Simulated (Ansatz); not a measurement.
Base system: ZrB$_{2}$ (space group P6/mmm, No. 191; relaxed with 0.1 eV smearing).

```yaml
crystal:
  lattice:
    - [3.17143, 0.00000, 0.00000]
    - [-1.58572, 2.74654, 0.00000]
    - [0.00000, 0.00000, 3.54182]
  atoms:
    - { symbol: Zr, position: [0.00000, 0.00000, 0.00000] }
    - { symbol: B, position: [0.66667, 0.33333, 0.50000] }
    - { symbol: B, position: [0.33333, 0.66667, 0.50000] }
```

Cartesian axes are those of the cell as printed.

All numbers come from PBE (Ansatz, a program for electronic structure, PAW, no SOC).

Strains are applied to the cell and any free atomic positions relax.

One change was made to it. Results:

The energy goes up by 0.3 meV/atom; the pressure (mean of the normal stresses, compression positive) goes from zero to -1.1 GPa; the band gap stays zero.

### Question
Which change produced these results?
(A) uniaxial strain ε_zz = +2.50 %
(B) uniaxial strain ε_zz = −0.50 %
(C) uniaxial strain ε_zz = −1.00 %
(D) uniaxial strain ε_zz = −2.00 %
(E) uniaxial strain ε_zz = +0.50 %

### Answer
E, uniaxial strain ε_zz = +0.50 %. For comparison, the pressure in the other runs: uniaxial strain ε_zz = −2.00 % gives 4.8 GPa; uniaxial strain ε_zz = −0.50 % gives 1.1 GPa; uniaxial strain ε_zz = −1.00 % gives 2.3 GPa; uniaxial strain ε_zz = +2.50 % gives -5.2 GPa.

Whether these cells are dynamically stable was not tested. All final runs are without spin polarisation.
